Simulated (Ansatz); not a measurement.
MgTe: response to strain

Start from MgTe in the wurtzite structure (space group P6_3mc, No. 186).

```
CELL_PARAMETERS angstrom
      4.60888     0.00000     0.00000
     -2.30444     3.99141     0.00000
      0.00000     0.00000     7.50008
ATOMIC_POSITIONS crystal
  Mg 0.33333 0.66667 0.99978
  Mg 0.66667 0.33333 0.49978
  Te 0.33333 0.66667 0.37622
  Te 0.66667 0.33333 0.87622
```

Cartesian axes are those of the cell as printed.

Strains are applied to the cell and any free atomic positions relax.

Method: PBE in Ansatz (plane waves to 420 eV, PAW, no spin-orbit coupling).

Notes on the quantities. energy relative to the base: free energy F.

```csv
uniaxial strain ε_zz (%),energy relative to the base (meV/atom)
0,0.0
0.6,0.2
1.2,0.9
1.8,1.9
2.4,?
3,5.3
```

Problem. Fit ΔE = Aε² + Bε³ (ε in %) to the rows shown and predict the withheld row.

Solution. Least squares on the printed values gives A = 0.602 and B = -0.0044 meV/atom (largest residual 0.0 meV/atom); this predicts 3.4 meV/atom, and the run gives 3.4 meV/atom, in agreement.

Stability against distortions was not tested.

Ansatz is a program for electronic structure.
